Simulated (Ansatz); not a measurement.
The starting structures come from a database of crystals and need not be the phases stable at ambient conditions.

Given:

```
CdClHO
1.0
    6.40549     0.00000     0.00000
    0.00000    10.19992     0.00000
    3.20274     0.00000     1.84910
Cd H Cl O
2 2 2 2
Direct
  0.33333   0.49145   0.00000
  0.66667   0.99145   0.00000
  0.00000   0.31708   0.00000
  0.00000   0.81708   0.00000
  0.33333   0.15818   0.00000
  0.66667   0.65818   0.00000
  0.00000   0.41288   0.00000
  0.00000   0.91288   0.00000
```

Space group of this cell: P6_3mc. The cell was relaxed by PBE-D3(BJ); by r2SCAN its mean pressure is -0.8 GPa.

Transport runs along the normal of the first two printed cell vectors, the (110) plane of the conventional cell.

The gap is the functional's own. No spin-orbit coupling. Mid-gap values are interpolated on the energy grid.

Task: State the band gap and the smallest decay constant κ at mid-gap according to r2SCAN run with Ansatz (a quantum-chemistry and plane-wave program).

Result: Gap 3.11 eV on a 16×4×16 mesh; κ = 0.282 1/Å, at the zone centre.
